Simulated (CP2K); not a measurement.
Band structure of Rb2Te5 (C2/m, 7 atoms in the cell).

```
CELL_PARAMETERS angstrom
      7.47849     0.00000     0.00000
      1.73013     7.27561     0.00000
     -2.06665    -1.63284     5.17721
ATOMIC_POSITIONS crystal
  Rb 0.31837 0.31837 0.64140
  Rb 0.68163 0.68163 0.35860
  Te 0.00000 0.00000 0.00000
  Te 0.85460 0.32992 0.75896
  Te 0.14540 0.67008 0.24104
  Te 0.67008 0.14540 0.24104
  Te 0.32992 0.85460 0.75896
```

Level of theory: CP2K with LDA (Pade form), GPW, DZVP-MOLOPT-SR-GTH basis, GTH-PADE potentials (GTH_POTENTIALS).

Settings: CUTOFF = 500 Ry; REL_CUTOFF = 50 Ry; SMEAR/METHOD = FERMI_DIRAC; ELECTRONIC_TEMPERATURE = 580.23 K; KPOINTS/SCHEME = MONKHORST-PACK 2 2 3; GAMMA_CENTERED = T; XC_FUNCTIONAL = PADE; Rb/BASIS_SET = DZVP-MOLOPT-SR-GTH; Rb/POTENTIAL = GTH-PADE-q9; Te/BASIS_SET = DZVP-MOLOPT-SR-GTH; Te/POTENTIAL = GTH-PADE-q6; METHOD = GPW; EPS_DEFAULT = 1e-10; EXTRAPOLATION = USE_GUESS.

The starting cell comes from a database of computed structures (which also holds hypothetical and non-ambient phases and stackings), without a prior relaxation at this level. Spin-orbit coupling is off. Values carry the incompleteness of an atom-centred basis.

Predict the gap along the standard path and the places of the band edges.

The gap along the path is 0.20 eV, from Γ to a point between Z and I; the smallest direct gap on it is 0.48 eV.

Levels in eV from the top of the valence band on the SCF mesh, bands 21 to 25:
| point | 21 | 22 | 23 | 24 | 25 |
|---|---|---|---|---|---|
| Γ | -1.45 | -1.16 | -1.07 | 0.00 | 0.48 |
| Y | -1.52 | -0.96 | -0.76 | -0.48 | 0.33 |
| F | -1.26 | -0.99 | -0.93 | -0.75 | 0.93 |
| H | -1.47 | -1.26 | -1.07 | -0.03 | 0.60 |
| Z | -1.32 | -0.74 | -0.72 | -0.29 | 0.31 |
| I | -1.31 | -1.10 | -1.09 | -0.36 | 0.28 |
| Y1 | -1.52 | -0.96 | -0.76 | -0.48 | 0.33 |
| X | -1.52 | -1.21 | -0.71 | -0.65 | 0.49 |

Higher empty bands are left out: an atom-centred basis made for the valence describes them poorly.
